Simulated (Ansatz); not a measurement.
## Response to strain in ZnSe

The parent structure is ZnSe in the zinc blende structure (space group F-43m, No. 216).

```
ZnSe
1.0
    0.00000     2.83278     2.83278
    2.83278     0.00000     2.83278
    2.83278     2.83278     0.00000
Zn Se
1 1
Cartesian
  0.00000   0.00000   0.00000
  1.41639   1.41639   1.41639
```

Cartesian axes are those of the cell as printed.

Strains are applied to the cell and any free atomic positions relax; under biaxial strain the out-of-plane vector relaxes too.

Computed with DFT with r2SCAN, PAW potentials and a 500 eV plane-wave cutoff in Ansatz (a first-principles code), no spin-orbit coupling.

```json
[
 {"biaxial strain, plane normal [001], relaxed out of plane (%)": "0", "band gap (eV)": "1.87"},
 {"biaxial strain, plane normal [001], relaxed out of plane (%)": "0.5", "band gap (eV)": "?"},
 {"biaxial strain, plane normal [001], relaxed out of plane (%)": "1", "band gap (eV)": "1.78"},
 {"biaxial strain, plane normal [001], relaxed out of plane (%)": "1.5", "band gap (eV)": "1.74"},
 {"biaxial strain, plane normal [001], relaxed out of plane (%)": "2", "band gap (eV)": "1.70"},
 {"biaxial strain, plane normal [001], relaxed out of plane (%)": "2.5", "band gap (eV)": "1.66"},
 {"biaxial strain, plane normal [001], relaxed out of plane (%)": "3", "band gap (eV)": "1.62"}
]
```

Question: Fit E_g = E₀ + Dε (ε in %) to the rows shown and predict the withheld row.

Answer: Least squares on the printed values gives E₀ = 1.87 eV, D = -82.9 meV per % of strain (largest residual 0.00 eV); this predicts 1.83 eV, and the run gives 1.82 eV, in agreement.

No phonon test of stability was made.
